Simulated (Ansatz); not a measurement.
**Effective masses and thermopower of BeS (F-43m)**

Given:

```yaml
crystal:
  lattice:
    - [0.00000, 2.41892, 2.41892]
    - [2.41892, 0.00000, 2.41892]
    - [2.41892, 2.41892, 0.00000]
  atoms:
    - { symbol: Be, position: [0.00000, 0.00000, 0.00000] }
    - { symbol: S, position: [0.75000, 0.75000, 0.75000] }
```

Method: HSE06, rigid bands (plane waves, PAW, scalar-relativistic; Ansatz, an electronic-structure program). Cell: cell and atoms relaxed with PBEsol.

- band gap = 4.04 eV
- electron conductivity mass (300 K, dilute) = 0.36 mₑ
- hole conductivity mass (300 K, dilute) = 0.64 mₑ
- effective density of states N_c (300 K) = 1.9e19 cm⁻³
- effective density of states N_v (300 K) = 8.0e19 cm⁻³
- density-of-states mass, electrons = 0.83 mₑ
- density-of-states mass, holes = 2.2 mₑ
- Seebeck coefficient, n-type 1e19 cm⁻³, 300 K = -272 μV/K
- best n-type power factor at 300 K for τ = 10 fs (best axis; densities from 1e16 to 1e21 cm⁻³ tried, whether or not they can be reached) = 8.3 μW/(cm·K²) at 1e20 cm⁻³
- Seebeck coefficient, p-type 1e19 cm⁻³, 300 K = 391 μV/K
- best p-type power factor at 300 K for τ = 10 fs (best axis; densities from 1e16 to 1e21 cm⁻³ tried, whether or not they can be reached) = 19.3 μW/(cm·K²) at 3e20 cm⁻³

Rigid bands; masses and Seebeck coefficients take one relaxation time τ for all states and one kind of carrier; polarons and phonon drag are left out. Spin-orbit coupling is left out; where it splits the top of the valence band, N_v and the p-type Seebeck coefficient come out somewhat high without it. Geometry: cell and atoms relaxed with PBEsol.
